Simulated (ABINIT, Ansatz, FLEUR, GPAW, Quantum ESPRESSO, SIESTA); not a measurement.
# One structure in several programs: SiTe2 (P-3m1, 3 atoms in the cell)

Self-consistent single point.

```
CELL_PARAMETERS angstrom
      3.79211     0.00000     0.00000
     -1.89605     3.28406     0.00000
      0.00000     0.00000     7.06352
ATOMIC_POSITIONS crystal
  Si 0.00000 0.00000 0.00000
  Te 0.33333 0.66667 0.77341
  Te 0.66667 0.33333 0.22659
```

Shared settings, as Ansatz (an electronic-structure program) writes them: kpoints.mp_grid.grid = 3 3 2; scf.occupations.method = gaussian; scf.occupations.width = 0.272 eV. Potentials and cutoffs stand in the table.

```csv
code,model,pressure (GPa),largest force (eV/Å),cutoff
FLEUR,"PBEsol, all-electron FLAPW (FLEUR), scalar-relativistic valence",–,0.069,Kmax 4.3 1/bohr
SIESTA,"GGA PBEsol, numerical atomic orbitals DZP, PseudoDojo PBEsol standard norm-conserving potentials (rewritten from UPF to PSML)",0.90,0.102,grid 400 Ry
Ansatz,"PBEsol, PAW files made with PBE",0.89,0.073,default
Quantum ESPRESSO,"PBEsol, GBRV 1.5 ultrasoft (PBESOL) pseudopotentials",1.19,0.049,40 Ry
ABINIT,"PBEsol, norm-conserving pseudopotentials (PseudoDojo nc-sr-04 PBEsol standard)",0.89,0.077,1116 eV
GPAW,"PBEsol, GPAW PAW datasets PBEsol (made by gpaw-setup)",0.74,0.099,550 eV
```

A dash marks a value that a program does not give, or that is left out as unsure.

On Ansatz's run: spin-orbit coupling is off.

The spread over the programs that give each value: pressure within 0.45 GPa; largest force within 0.053 eV/Å.

SIESTA uses small atom-centred bases, whose incompleteness enters pressures, forces and empty levels differently from a plane-wave cutoff. FLEUR treats all electrons, but the usual bases taken here (sphere radii, linearisation, local orbitals, empty states) were not tested for convergence, so the values are no reference for the others. Ansatz's pressure is given at a fixed set of plane waves, as the other plane-wave codes print theirs. In the force vectors, SIESTA (by 0.177) lies more than 0.08 eV/Å from the median of the plane-wave programs.

On the base mesh (8 8 4) the same programs gave: Ansatz pressure -1.18 GPa; Quantum ESPRESSO pressure -1.03 GPa; ABINIT pressure -1.18 GPa; GPAW pressure -1.35 GPa; SIESTA pressure -0.95 GPa.

The values differ from the base mesh's, so the mesh still matters here: the table compares the programs at equal settings.

The starting cell comes from a database of computed structures (which also holds hypothetical and non-ambient phases and stackings), without a prior relaxation at this level. Its lattice was rescaled by a random factor within 2.5 % of one.

Left out of this page: CP2K (on another mesh); Elk (not drawn, or without a comparable value).

Keys are those of Ansatz 0.2.
